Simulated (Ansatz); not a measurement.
```xyz
146
Lattice="8.9293 0.0000 0.1037 -3.1015 8.3739 -0.0426 -2.7120 4.1649 27.8943" Properties=species:S:1:pos:R:3 pbc="T T T"
Hf     0.0573     1.6218     1.4728
Hf     3.0761     5.7435     1.3948
Hf     5.5981     0.7982     3.3756
Hf    -0.4147     4.9914     3.2967
Hf     2.5456     3.0067     3.2686
Hf     5.4707     7.1727     3.2697
Hf     5.7688     3.9580     1.3099
Hf    -0.2808     8.2747     1.2675
O     -0.2643     7.0712     2.8936
O      5.7824     2.8707     3.0230
O     -1.2598     4.4676     1.5583
O      4.7115     0.4208     1.6407
O      0.4061     2.9452     3.0232
O      3.3419     7.1150     2.9551
O      7.7388     0.9395     3.1779
O      1.7398     5.1289     3.0443
O     -2.4851     8.1021     1.5571
O      3.6037     3.8500     1.6645
O      2.0999     1.7639     1.6032
O      5.1120     5.8534     1.6276
Hf    -0.3099     8.0434     4.9343
Hf     5.7150     3.8538     5.0168
Hf     5.3479     7.1887     7.0657
Hf     2.4405     3.0114     7.0490
Hf     2.2562     9.3517     6.9021
Hf    -0.6564     5.1682     6.8649
Hf    -0.3153     1.8462     4.8591
Hf     2.6061     6.0293     4.8485
O      2.6002     5.1318     6.6847
O     -3.4067     9.3095     6.6319
O      3.5753     1.3449     3.9155
O      6.5158     5.5343     3.9486
O      1.6111     2.7433     5.2172
O      4.5202     6.9328     5.2173
O     -2.1923     8.5170     4.3080
O      3.8285     4.3308     4.3897
O      0.1287     9.2638     6.6119
O      6.1388     5.0847     6.6908
O     -1.4597     7.2667     6.7435
O      4.5583     3.0802     6.8275
O      0.3578     6.0315     5.1917
O      6.3740     1.8427     5.2973
O      1.9352     8.0267     5.0669
O     -0.9818     3.8489     5.0655
Hf     2.5093     6.0533     8.6362
Hf    -0.4003     1.8673     8.6171
Hf    -0.7438     5.2021    10.6473
Hf     2.1819     9.3890    10.6754
Hf     5.0647     7.3522    10.5911
Hf     2.1620     3.1780    10.5815
Hf    -0.5873     8.2088     8.4647
Hf     5.4322     4.0173     8.5521
O      5.4686     3.1330    10.3892
O     -0.5661     7.3177    10.2955
O      3.3174     7.7243     7.5388
O      0.4002     3.5422     7.5235
O      1.3429     9.0998     8.8417
O     -1.5709     4.9121     8.8104
O      0.6241     6.4928     7.9831
O      6.6395     2.2989     8.0706
O      2.9515     7.2896    10.3075
O      0.0379     3.0993    10.3023
O      1.3696     5.2683    10.4429
O      4.2928     9.4554    10.4814
O      3.1738     4.0263     8.9161
O     -2.8415     8.2094     8.8449
O      4.7608     6.0308     8.7787
O      1.8454     1.8459     8.7538
Hf     5.3500     4.0808    12.3577
Hf    -0.6526     8.2702    12.2457
Hf     2.2603     3.2140    14.2998
Hf     5.2185     7.4844    14.2069
Hf    -1.1353     5.4956    14.0679
Hf     1.7599     9.6501    14.1028
Hf     2.2297     6.1683    12.2107
Hf    -0.6728     2.0046    12.1798
O     -3.8995     9.4407    13.9064
O      2.0853     5.1563    13.9124
O      6.1660     5.7480    11.2341
O      0.1550     9.9352    11.1405
O      4.1131     7.0599    12.5832
O      1.2150     2.8540    12.5762
O      3.4592     4.4886    11.6580
O     -2.5884     8.6459    11.6313
O      5.8182     5.3435    13.9817
O     -0.2047     9.5201    13.8620
O      4.2819     3.2286    13.9943
O     -1.6906     7.4352    13.9072
O      6.0359     2.0533    12.6101
O      0.0241     6.2459    12.5074
O     -1.2932     4.0600    12.4525
O      1.6229     8.2350    12.4556
Al     4.8452     3.1659    18.8335
Al     4.7361     5.9612    18.8344
Al     1.8171     3.1597    18.8034
Al     4.6925     8.7518    18.7484
Al     1.7770     5.9636    18.6923
Al    -1.0857     3.1481    18.6562
Al     1.7758     8.7208    18.7509
Al    -1.1024     5.9306    18.7374
Al    -1.1886     8.7264    18.7372
Al     0.2801    10.1395    16.8497
Al     3.3359     4.5688    16.8893
Al    -2.6002    10.1187    16.6149
Al     3.2787     7.3822    16.5688
Al     0.3288     4.5213    16.5705
Al     3.1952    10.1723    16.7531
Al     0.3849     7.3246    16.6214
Al     6.3457     4.5579    16.8254
Al    -2.6506     7.3186    16.8912
Al     1.6411    11.5448    22.7264
Al     4.7231     5.9439    22.7700
Al    -1.2996    11.5347    22.6942
Al     4.6870     8.7484    22.7726
Al     1.7572     5.9585    22.7154
Al    -4.2721    11.5356    22.6580
Al     1.7123     8.7424    22.7163
Al    -1.2275     5.9417    22.7069
Al    -1.2768     8.7206    22.6939
Al     0.2178    10.1401    20.7182
Al     3.2600     4.5599    20.7634
Al    -2.7602    10.1142    20.6662
Al     3.2275     7.3460    20.7289
Al     0.3063     4.5518    20.7146
Al     3.2044    10.1427    20.7409
Al     0.2692     7.3399    20.7194
Al     6.2788     4.5547    20.7854
Al    -2.7176     7.3395    20.6810
Al     1.5125    11.5522    26.7605
Al     4.6031     6.0326    26.9645
Al    -1.3301    11.4669    26.7881
Al    -4.2962     8.7892    26.5433
Al     1.7161     5.9700    26.7391
Al    -4.2610    11.5433    26.5507
Al     1.6555     8.7585    26.5552
Al    -1.3094     5.9437    26.5920
Al    -1.2891     8.7035    26.7594
Al     0.1318    10.1510    24.6649
Al     3.2312     4.5735    24.8017
Al    -2.7414    10.1290    24.6580
Al     3.1893     7.3449    24.6756
Al     0.3112     4.5502    24.6600
Al     3.1297    10.1768    24.6900
Al     0.1967     7.3415    24.6783
Al     6.1300     4.5631    24.7901
Al    -2.7857     7.3354    24.6733
```

The first 92 atoms are the substrate (HfO2-o), the rest the film (Al).

The numbers are results of PBE (plane waves to 420 eV, PAW; Ansatz, a program for electronic structure), not measurements. No spin–orbit coupling; the runs are not spin-polarised; PBE gaps are too small against experiment. Its k-point mesh 3×3×1, Fermi–Dirac width 0.05 eV.

### Question
Describe the bonding at the interfaces and give the barriers.

### Answer
A periodic stack without vacuum, fcc Al (0 0 1) on polar orthorhombic HfO2 (1 1 0) (film strained to the substrate, started from cuts of the bulks and a machine-learned relaxation; slabs Hf32O60 and Al54, which can lie off the formulas): substrate slab Hf32O60, film Al54, surface cells [[-1, 1], [-1, -1]] and [[-3, -3], [4, 1]], film strained by -2.4 and +4.2 %, outermost planes HfO/HfO and Al/Al as cut, which need not be the usual terminations and can put a slab off its formula.
| Property | Result |
|---|---|
| interface area | 74.8 Å² |
| period | 27.93 Å |
| heights between the nearest atoms of the two slabs at the two interfaces | 2.26 and 2.26 Å |
| Al–Hf contacts across the interfaces within 1.22 times the sum of covalent radii | 25, mean 3.21 Å |
| hole barrier (PBE) | 2.85 eV |
| electron barrier (PBE) | 1.51 eV |
